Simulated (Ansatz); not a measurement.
A relaxation of the atoms of Be3Ir (I4mm, 4 atoms in the cell) with Ansatz (a program for electronic structure).

Computed with LDA (PW92), default PAW files made with PBE (plane waves; Ansatz).

The change in words: one atom moved by 0.15 angstrom; relax: default → atoms; relax.f_tol: default → 0.05 eV/Å. Reference geometry:
```yaml
crystal:
  lattice:
    - [-1.62345, 1.62345, 3.60744]
    - [1.62345, -1.62345, 3.60744]
    - [1.62345, 1.62345, -3.60744]
  atoms:
    - { symbol: Be, position: [0.75000, 0.25000, 0.50000] }
    - { symbol: Be, position: [0.25000, 0.75000, 0.50000] }
    - { symbol: Be, position: [0.50000, 0.50000, 0.00000] }
    - { symbol: Ir, position: [0.00000, 0.00000, 0.00000] }
```

Reference input (self-consistent single point, DFT, LDA (PW92), plane waves, default PAW files made with PBE): basis.ecutwfc = 30.9 Ry; kpoints.mp_grid.grid = 14 14 14; hamiltonian.xc = lda; hamiltonian.pseudopotentials = {kind: paw} (the program's default PAW files); scf.occupations.method = fermi_dirac; scf.occupations.width = 0.0073 Ry. This run's input differs from it in these lines:

```diff
@@ -8,3 +8,3 @@
     - { symbol: Be, position: [0.250000, 0.750000, 0.500000] }
-    - { symbol: Be, position: [0.500000, 0.500000, 0.000000] }
+    - { symbol: Be, position: [0.520790, 0.520790, 0.000000] }
     - { symbol: Ir, position: [0.000000, 0.000000, 0.000000] }
@@ -19,2 +19,4 @@
   occupations: { method: fermi_dirac, width: 0.0073 Ry }
+relax:
+  f_tol: 0.05
 output:
```

The program printed (abridged):

```
   [... SCF lines of the steps left out ...]
relax step   1: F+E_penalty+E_count = -11929.88312964 eV  Δ(F+E_penalty+E_count) = +0.000e0 eV  max|allowed force component| = 1.612e-1 eV/Å  Δτ_max = 0.0000 Å  (6 SCF iters, dr2 threshold 6.25e-5 eV, accepted)
relax step   2: F+E_penalty+E_count = -11929.88649953 eV  Δ(F+E_penalty+E_count) = -3.370e-3 eV  max|allowed force component| = 1.003e-1 eV/Å  Δτ_max = 0.0110 Å  (5 SCF iters, accepted)
relax step   3: F+E_penalty+E_count = -11929.88907629 eV  Δ(F+E_penalty+E_count) = -2.577e-3 eV  max|allowed force component| = 7.656e-2 eV/Å  Δτ_max = 0.0253 Å  (6 SCF iters, accepted)
relax step   4: F+E_penalty+E_count = -11929.89196303 eV  Δ(F+E_penalty+E_count) = -2.887e-3 eV  max|allowed force component| = 6.570e-3 eV/Å  Δτ_max = 0.0658 Å  (7 SCF iters, accepted)
the relaxation is at rest under the 8 symmetry operations that the run kept from its start: a minimum is not shown …
Free energy (F): -11929.891963 eV
Internal energy: -11929.853689 eV  (E = F + TS)
E sigma→0 (E₀):  -11929.872826 eV
Entropy (-TS):   -0.038275 eV (-9.569 meV/atom)
Fermi energy:    14.011473 eV
--- Forces (eV/Å), atoms counted from 1 ---
  atom   1  Be     0.00000000     0.00000000     0.00178568
  atom   2  Be    -0.00000000     0.00000000     0.00178568
  atom   3  Be    -0.00000000    -0.00000000    -0.00657500
  atom   4  Ir     0.00000000     0.00000000     0.00298452
--- Stress (GPa, compression-positive) ---
       -4.205913       0.000000       0.000000
   [... lines left out ...]
  atoms:
    - { symbol: Be, position: [0.7548098629973785, 0.2548098629973786, 0.5] }
    - { symbol: Be, position: [0.2548098629973786, 0.7548098629973785, 0.5] }
    - { symbol: Be, position: [0.5066506043649157, 0.5066506043649157, 4.6340537602975874e-36] }
    - { symbol: Ir, position: [0.0045196696403272275, 0.0045196696403272275, 2.3077587726281993e-34] }
```

The run converged.  The full log also holds: “iter 5 did not close the SCF: its close was put off for the readings that it lacked (scf_convergence_deferred on its scf_iter line)”.

Summary of the result:
* **Free energy E − TS (on the zero of these files)**: -11929.8920 eV
* **Fermi level (on the code's own zero)**: 14.01 eV
* **Pressure**: -4.43 GPa
* **Largest force (vector length)**: 0.007 eV/Å
* **Relaxation steps**: 4

The starting cell comes from a database of computed structures (which also holds hypothetical and non-ambient phases and stackings), without a prior relaxation at this level. Its lattice was rescaled by up to half a per cent. For this run, on top of that: one atom moved by 0.15 angstrom. Spin polarisation is off. The relaxation keeps the symmetry of its start, so its end need not be a minimum. Ansatz's pressure includes its estimate of the finite-basis (Pulay) stress.

Cost on one core of a shared machine: roughly 60 s.

Keys are those of Ansatz 0.2.
